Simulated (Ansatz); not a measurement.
**A computed series for Nb3Ir: pressure series**

Start from Nb3Ir in the A15 (Cr3Si type) structure (space group Pm-3n, No. 223; a = 5.112 Å).

Cell and atoms are relaxed at each pressure.

Calculations: Ansatz (a program for electronic structure) PBEsol, scalar-relativistic without spin-orbit coupling.

Two rows of this table had their results exchanged by mistake.

```
pressure          volume per atom (Å³)  shortest distance (Å)  band gap
----------------  --------------------  ---------------------  --------
pressure 0.3 GPa                 16.67                  2.555      zero
pressure 0.7 GPa                 16.65                  2.553      zero
pressure 1.5 GPa                 16.21                  2.531      zero
pressure 3 GPa                   16.49                  2.545      zero
pressure 5 GPa                   16.36                  2.539      zero
pressure 7.5 GPa                 16.59                  2.551      zero
pressure 10 GPa                  16.06                  2.523      zero
```

Which two?

The rows for pressure 1.5 GPa and pressure 7.5 GPa: the volume has to fall steadily with pressure, so 16.59 Å³ belongs to pressure 1.5 GPa and 16.21 Å³ to pressure 7.5 GPa.

Load acts through the strain it causes; cell and atoms are relaxed under it. Whether these cells are dynamically stable was not tested. Competing high-pressure phases were not computed. The final runs are not spin-polarised.
